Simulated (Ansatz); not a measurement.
Density of states of LaNi4Sn2 (I4/mcm, 14 atoms in the cell).

```xyz
14
Lattice="-3.8851 3.8851 3.9632 3.8851 -3.8851 3.9632 3.8851 3.8851 -3.9632" Properties=species:S:1:pos:R:3 pbc="T T T"
La     0.0000     0.0000     1.9816
La     0.0000     0.0000     5.9448
Ni     4.9582     1.0731     1.2996
Ni    -1.0731     2.8121     2.6636
Ni    -1.0731     4.9582     1.2996
Ni     4.9582    -1.0731     2.6636
Ni     2.8121    -1.0731     1.2996
Ni     1.0731     4.9582     2.6636
Ni     1.0731     2.8121     1.2996
Ni     2.8121     1.0731     2.6636
Sn     2.6480    -1.2371     3.9632
Sn     1.2371     5.1222     0.0000
Sn     1.2371     2.6480     3.9632
Sn     2.6480     1.2371     0.0000
```

Method: PBEsol, default PAW files made with PBE (plane waves; Ansatz, an electronic-structure program).

SCF settings: basis.ecutwfc = 420 eV; kpoints.mp_grid.grid = 4 4 4; hamiltonian.xc = pbesol; hamiltonian.pseudopotentials = {kind: paw} (the program's default PAW files); scf.occupations.method = fermi_dirac; scf.occupations.width = 0.1 eV. Keys of the DOS step: output.dos.nscf_kmesh.grid = 6 6 6; output.dos.method = {smearing: {sigma: 0.02}} eV.

The starting cell comes from a database of computed structures (which also holds hypothetical and non-ambient phases and stackings), without a prior relaxation at this level. Spin polarisation is off.

Total DOS (both spins), as means of the tabulated values in each energy bin; the zero is the program's Fermi level or highest filled level, and the curve is cut to this window:

| E (eV) | states/eV/cell |
|---|---|
| -7.75 | 6.30 |
| -7.25 | 0.61 |
| -6.75 | 0.00 |
| -6.25 | 0.09 |
| -5.75 | 0.96 |
| -5.25 | 4.07 |
| -4.75 | 4.58 |
| -4.25 | 5.11 |
| -3.75 | 5.39 |
| -3.25 | 15.1 |
| -2.75 | 15.3 |
| -2.25 | 33.2 |
| -1.75 | 28.7 |
| -1.25 | 31.0 |
| -0.75 | 32.3 |
| -0.25 | 12.1 |
| 0.25 | 8.31 |
| 0.75 | 5.50 |

Around zero the curve holds about 9.4 states/eV/cell.

Keys are those of Ansatz 0.2.
